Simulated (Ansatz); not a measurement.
Partial pair distribution functions of a relaxed model of amorphous Ta$_{18}$Si$_{7}$N$_{25}$, broadened by 0.06 Å; density 10.59 g/cm³. Method: PBE, scalar-relativistic without spin-orbit coupling (plane waves to 420 eV, PAW; Ansatz, a first-principles code). The usual formal charges leave 43 electrons over, so the level spacing at the Fermi energy parts defect or band states and needn't be the band gap.

The cell was made by melting and quenching with the CHGNet potential and then relaxed with DFT. N atoms were pushed apart under 1.9 Å during the dynamics, to hinder bonds among them. The hot cell started wider than the set density and was brought back towards it in steps. It is the lowest in DFT energy of 2 quenches. It is a model cell: composition and starting density were chosen by hand, and all elements were melted together. No dispersion term was used. Its density started from a set value of 12.14 and ended at 10.59 g/cm³. The quench (nominally 300 K/ps over its main leg) was far faster than any real one, so the model tends to hold more defects than a real film. One small periodic cell is one sample of the glass; other quenches scatter about these values. Volume and shape were free in the relaxation. On a 2×2×2 Γ-centred mesh force components of up to 0.36 eV/Å stay, since the relaxation ran on one k-point at (1/4, 1/4, 1/4).

```tsv
r (Å)	g Ta-N	g Si-N	g Ta-Ta	g N-N
1.50	0.00	0.02	0.00	0.00
1.60	0.00	1.05	0.00	0.00
1.70	0.00	6.76	0.00	0.00
1.80	0.00	6.55	0.00	0.00
1.90	0.35	1.43	0.00	0.00
2.00	3.09	0.04	0.00	0.00
2.10	6.54	0.00	0.00	0.00
2.20	5.57	0.00	0.00	0.00
2.30	2.94	0.00	0.00	0.00
2.40	0.89	0.00	0.00	0.16
2.50	0.33	0.04	0.00	0.91
2.60	0.08	0.57	0.00	2.12
2.70	0.15	0.75	0.10	2.04
2.80	0.24	0.22	1.12	2.35
2.90	0.10	0.56	2.52	3.01
3.00	0.23	0.99	3.27	2.18
3.10	0.21	1.07	3.23	1.42
3.20	0.34	0.99	2.32	1.36
3.30	0.35	1.27	1.82	1.35
3.40	0.54	1.72	1.58	0.76
3.50	0.67	1.06	1.20	0.31
3.60	0.71	0.75	0.58	0.43
3.70	1.09	1.21	0.78	0.75
3.80	1.49	1.01	0.68	0.95
3.90	1.25	0.63	0.52	0.78
4.00	0.85	1.07	1.09	1.17
```

Within 2.60 Å each Ta has 4.89 N neighbours on average.
